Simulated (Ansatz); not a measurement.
Base system: SiC in the wurtzite structure (space group P6_3mc, No. 186; a = 3.056 Å, c = 5.016 Å).

One thing is altered: an isotropic linear strain of +1.80 %; the atoms relax in the strained cell.

Method: LDA in Ansatz (plane waves to 420 eV, PAW, spin-orbit coupling left out).

Base, band edges from the VBM (valence, conduction): K -3.90, 2.13; H -1.75, 5.11; M -1.20, 2.72; L -2.35, 3.26; A -0.72, 5.99; Γ 0.00, 4.92 eV.

**Question.** Give the band edges at the high-symmetry points of the new zone, measured from its valence-band maximum.

**Answer.** 
```tsv
point	valence edge (eV)	conduction edge (eV)
Γ	0.00	4.47
M	-1.18	2.63
K	-3.73	2.23
A	-0.70	5.54
L	-2.29	3.15
H	-1.71	4.85
```

The gap is 2.23 eV, indirect, Γ → K.

Stability against distortions was not tested.

Ansatz is a quantum-chemistry and plane-wave program.
